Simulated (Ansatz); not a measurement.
Band structure of a sheet of CuO (2 atoms in the cell).

```yaml
crystal:
  lattice:
    - [2.71845, 0.00000, 0.00000]
    - [-1.35922, 2.35425, 0.00000]
    - [0.00000, 0.00000, 14.00000]
  atoms:
    - { symbol: Cu, position: [0.66667, 0.33333, 0.50000] }
    - { symbol: O, position: [0.33333, 0.66667, 0.50000] }
```

Level of theory: PBE (plane waves, PAW; Ansatz, an electronic-structure program).

Settings: basis.ecutwfc = 420 eV; kpoints.mp_grid.grid = 14 14 1; hamiltonian.xc = pbe; hamiltonian.pseudopotentials = {kind: paw}, with the files named one by one; scf.occupations.method = methfessel_paxton; scf.occupations.width = 0.05 eV; kpoints.band_path.path = [[0.0, 0.0, 0.0], [0.5, 0.0, 0.0], [0.33333333, 0.33333333, 0.0], [0.0, 0.0, 0.0]]; kpoints.band_path.npoints = 6.

The starting cell was generated: these elements placed on a structure prototype, without a prior relaxation; it need not be a known phase or ordering of this composition. Spin polarisation is off; with an odd number of electrons in the cell that forces a metal, and a magnetic state may lie lower.

Levels in eV from the Fermi level, bands 10 to 16:
```
point     10     11     12     13    14     15     16
-----  -----  -----  -----  -----  ----  -----  -----
Γ      -3.35  -3.35   2.36   2.52  2.52   3.12   4.10
M      -3.55  -2.43  -1.62  -0.81  6.67   8.45   8.93
K      -4.04  -2.56  -2.44  -0.20  7.93  10.42  10.46
```

Bands cross the Fermi level along this path, so the cell is metallic at this level.

Keys are those of Ansatz 0.2.
